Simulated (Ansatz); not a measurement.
Electronic density of states of amorphous Hf18O36H, density 8.94 g/cm³, on a 2×2×2 Γ-centred mesh with a Gaussian width of 0.1 eV; energies count from the Fermi level, whose place inside the gap is arbitrary. Cell and mesh are small, so fine structure isn't converged. Calculation: PBE, scalar-relativistic without spin-orbit coupling (plane waves to 420 eV, PAW; Ansatz, a first-principles code). Sampling: a 2×2×2 Γ-centred mesh; Fermi-Dirac width 0.02 eV; collinear spin, started from a total moment of 1 μB (at the end a net moment of 1.0 μB). The usual formal charges leave 1 electrons over, so the level spacing at the Fermi energy parts defect or band states and needn't be the band gap. In the spin-polarised cell the level spacing at the Fermi energy can part levels of unlike spin.

Preparation: random packing, a CHGNet melt and quench, and a DFT relaxation. O atoms were pushed apart under 1.9 Å during the dynamics, to hinder bonds among them. The hot cell started wider than the set density and was brought back towards it in steps. It is the lowest in DFT energy of 2 quenches. It is a model cell: composition and starting density were chosen by hand, and all elements were melted together. No dispersion term was used. Its density started from a set value of 8.94 and ended at 8.94 g/cm³. The quench (nominally 630 K/ps over its main leg) was far faster than any real one, so the model tends to hold more defects than a real film. A cell of this size samples the disorder only roughly. The volume was held where the preparation left it and the shape relaxed, at a PBE pressure of 1.3 GPa. Stress components on the final sampling reach 1.4 GPa. On a 2×2×2 Γ-centred mesh force components of up to 0.25 eV/Å stay, since the relaxation ran on the zone centre alone.

(E - EF (eV), states/(eV atom)): (-12.00, 0.00); (-11.90, 0.00); (-11.80, 0.00); (-11.70, 0.00); (-11.60, 0.00); (-11.50, 0.00); (-11.40, 0.00); (-11.30, 0.00); (-11.20, 0.00); (-11.10, 0.00); (-11.00, 0.00); (-10.90, 0.00); (-10.80, 0.00); (-10.70, 0.00); (-10.60, 0.00); (-10.50, 0.00); (-10.40, 0.00); (-10.30, 0.00); (-10.20, 0.00); (-10.10, 0.00); (-10.00, 0.06); (-9.90, 0.18); (-9.80, 0.11); (-9.70, 0.01); (-9.60, 0.00); (-9.50, 0.00); (-9.40, 0.00); (-9.30, 0.00); (-9.20, 0.00); (-9.10, 0.00); (-9.00, 0.00); (-8.90, 0.00); (-8.80, 0.00); (-8.70, 0.00); (-8.60, 0.02); (-8.50, 0.17); (-8.40, 0.35); (-8.30, 0.37); (-8.20, 0.47); (-8.10, 0.53); (-8.00, 0.54); (-7.90, 0.58); (-7.80, 0.60); (-7.70, 0.69); (-7.60, 0.66); (-7.50, 0.63); (-7.40, 0.77); (-7.30, 0.83); (-7.20, 0.80); (-7.10, 0.85); (-7.00, 0.88); (-6.90, 0.84); (-6.80, 0.84); (-6.70, 0.78); (-6.60, 0.80); (-6.50, 0.80); (-6.40, 0.77); (-6.30, 0.79); (-6.20, 0.77); (-6.10, 0.74); (-6.00, 0.77); (-5.90, 0.81); (-5.80, 0.82); (-5.70, 0.78); (-5.60, 0.80); (-5.50, 0.83); (-5.40, 0.87); (-5.30, 0.88); (-5.20, 0.87); (-5.10, 0.89); (-5.00, 0.94); (-4.90, 0.94); (-4.80, 0.94); (-4.70, 0.95); (-4.60, 0.94); (-4.50, 0.88); (-4.40, 0.88); (-4.30, 0.89); (-4.20, 0.92); (-4.10, 0.93); (-4.00, 0.81); (-3.90, 0.76); (-3.80, 0.76); (-3.70, 0.73); (-3.60, 0.69); (-3.50, 0.53); (-3.40, 0.19); (-3.30, 0.02); (-3.20, 0.00); (-3.10, 0.00); (-3.00, 0.00); (-2.90, 0.00); (-2.80, 0.00); (-2.70, 0.00); (-2.60, 0.00); (-2.50, 0.00); (-2.40, 0.00); (-2.30, 0.00); (-2.20, 0.00); (-2.10, 0.00); (-2.00, 0.00); (-1.90, 0.00); (-1.80, 0.00); (-1.70, 0.00); (-1.60, 0.00); (-1.50, 0.00); (-1.40, 0.00); (-1.30, 0.00); (-1.20, 0.00); (-1.10, 0.00); (-1.00, 0.00); (-0.90, 0.00); (-0.80, 0.00); (-0.70, 0.00); (-0.60, 0.02); (-0.50, 0.05); (-0.40, 0.07); (-0.30, 0.03); (-0.20, 0.00); (-0.10, 0.00); (0.00, 0.00); (0.10, 0.00); (0.20, 0.00); (0.30, 0.01); (0.40, 0.03); (0.50, 0.06); (0.60, 0.07); (0.70, 0.10); (0.80, 0.21); (0.90, 0.33); (1.00, 0.37); (1.10, 0.38); (1.20, 0.39); (1.30, 0.49); (1.40, 0.58); (1.50, 0.60); (1.60, 0.66); (1.70, 0.66); (1.80, 0.63); (1.90, 0.69); (2.00, 0.75); (2.10, 0.78); (2.20, 0.77); (2.30, 0.79); (2.40, 0.74); (2.50, 0.66); (2.60, 0.68); (2.70, 0.65); (2.80, 0.58); (2.90, 0.62); (3.00, 0.70); (3.10, 0.70); (3.20, 0.65); (3.30, 0.61); (3.40, 0.62); (3.50, 0.60); (3.60, 0.58); (3.70, 0.48)

The level spacing at the Fermi energy on this mesh is 0.70 eV; the broadening fills part of it in the curve.
